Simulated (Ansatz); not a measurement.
Levels about the gap of amorphous hafnia (Hf₂₈O₅₅) (83 atoms in a cell of 1025 Å³, 9.52 g/cm³; zone centre alone, so wide bands show as single levels with stretches between that a denser mesh fills), at the geometry that PBE relaxed, where it gives 0.0 GPa on a denser mesh. The participation number counts the atoms over which a state spreads; weights are charges in smoothed Voronoi cells. The levels come from a single point, so bond lengths are those of that geometry. Method of the levels: PBE, scalar-relativistic without spin-orbit coupling (Ansatz, a quantum-chemistry and plane-wave program). Sampling: the zone centre alone; Fermi-Dirac width 0.02 eV; no spin polarisation. The usual formal charges leave 2 electrons over, so the level spacing at the Fermi energy parts defect or band states and needn't be the band gap.

It comes from a first-principles melt-quench run, relaxed afterwards. The hot cell started wider than the set density and was brought back towards it in steps. It is a model cell: composition and starting density were chosen by hand, and all elements were melted together. No dispersion term was used. Its density started from a set value of 9.45 and ended at 9.52 g/cm³. The quench (nominally 310 K/ps over its main leg) was far faster than any real one, so the model tends to hold more defects than a real film. One small periodic cell is one sample of the glass; other quenches scatter about these values. Volume and shape were free in the relaxation.

| E - E(highest filled), eV | filling | participation number | largest on | weight O | weight Hf |
|---|---|---|---|---|---|
| -2.79 | filled | 16.8 | O, 3 neighbours | 0.95 | 0.05 |
| -2.74 | filled | 11.8 | O, 3 neighbours | 0.94 | 0.06 |
| -2.70 | filled | 21.8 | O, 3 neighbours | 0.95 | 0.05 |
| -2.62 | filled | 12.6 | O, 3 neighbours | 0.95 | 0.05 |
| -2.60 | filled | 19.8 | O, 3 neighbours | 0.96 | 0.04 |
| -2.54 | filled | 11.8 | O, 3 neighbours | 0.95 | 0.05 |
| 0.00 | filled | 10.2 | Hf, 4 neighbours | 0.37 | 0.63 |
| 1.25 | empty | 27.4 | Hf, 6 neighbours | 0.44 | 0.56 |
| 1.33 | empty | 25.8 | Hf, 7 neighbours | 0.41 | 0.59 |
| 1.54 | empty | 26.7 | Hf, 6 neighbours | 0.41 | 0.59 |
| 1.69 | empty | 35.4 | Hf, 7 neighbours | 0.42 | 0.58 |
| 1.71 | empty | 25.4 | Hf, 7 neighbours | 0.39 | 0.61 |
| 1.83 | empty | 36.5 | Hf, 6 neighbours | 0.38 | 0.62 |
| 1.86 | empty | 43.4 | Hf, 7 neighbours | 0.38 | 0.62 |

Most localised among these is the filled level at +0.00 eV, on a Hf atom, which has 4 neighbours (O 1.96 Å, O 2.01 Å, O 2.08 Å, O 2.12 Å).
